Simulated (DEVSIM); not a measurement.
**Si p-i-n diode**

Device: Si p-i-n diode, at 400 K.

```
layer (left to right)  material  thickness (μm)  Nd (cm⁻³)  Na (cm⁻³)   τn (s)   τp (s)
---------------------  --------  --------------  ---------  ---------  -------  -------
1                            Si           0.950          -     8.2e18  0.00078  0.00078
2                            Si            3.00     1.7e12          -  0.00078  0.00078
3                            Si           0.310     2.2e18          -  0.00078  0.00078
```

Left contact: ohmic. Right contact: ohmic. Voltage is applied to the left contact. Recombination: SRH at mid-gap, Auger. Mobility is μmin + (μ − μmin)/(1 + (N/Nref)^α).

This is a model device: material constants are rounded textbook-type values typed into the input, and sizes, dopings and lifetimes were drawn at random. Values at 300 K; Nc and Nv go as T^1.5, mobilities as T to minus their exponent, the gap by Varshni's rule with the affinity fixed.

| parameter | Si |
|---|---|
| gap (eV) | 1.124 |
| affinity (eV) | 4.05 |
| permittivity | 11.7 |
| Nc (cm⁻³) | 2.86e19 |
| Nv (cm⁻³) | 3.1e19 |
| μn (cm²/Vs) | 1417 |
| μp (cm²/Vs) | 470 |
| μn,min | 52 |
| μp,min | 45 |
| Nref,n | 9.7e16 |
| Nref,p | 2.2e17 |
| αn | 0.68 |
| αp | 0.72 |
| T exponent of μn | 2.3 |
| T exponent of μp | 2.2 |
| Cn (cm⁶/s) | 2.8e-31 |
| Cp (cm⁶/s) | 9.9e-32 |
| Varshni α (eV/K) | 0.000473 |
| Varshni β (K) | 636 |

Model (solved in DEVSIM): 1D drift-diffusion, Boltzmann statistics, complete ionisation; no tunnelling, impact ionisation, image-force lowering or self-heating.

The potential step across the device at zero bias is 0.932 V, the dark forward voltage at 1 A/cm² comes out as 0.528 V and the dark forward voltage at 100 A/cm² is 0.692 V.

Dark forward current:

(V (V), J (A/cm²)): (0.05, 8.1e-7); (0.10, 4.1e-6); (0.15, 1.8e-5); (0.20, 7.6e-5); (0.25, 0.00032); (0.30, 0.0014); (0.35, 0.0058); (0.40, 0.024); (0.45, 0.10); (0.50, 0.44); (0.55, 1.9); (0.60, 7.8); (0.65, 32); (0.70, 120); (0.75, 460); (0.80, 1500); (0.85, 4600)

Dark reverse current:

```csv
V (V),J (A/cm²)
-0.20,-3.0e-7
-0.50,-3.2e-7
-1.00,-3.4e-7
-1.50,-3.6e-7
-2.00,-3.6e-7
-3.00,-3.7e-7
-4.00,-3.8e-7
-5.00,-3.8e-7
-6.50,-3.8e-7
-8.00,-3.8e-7
-10.00,-3.9e-7
```
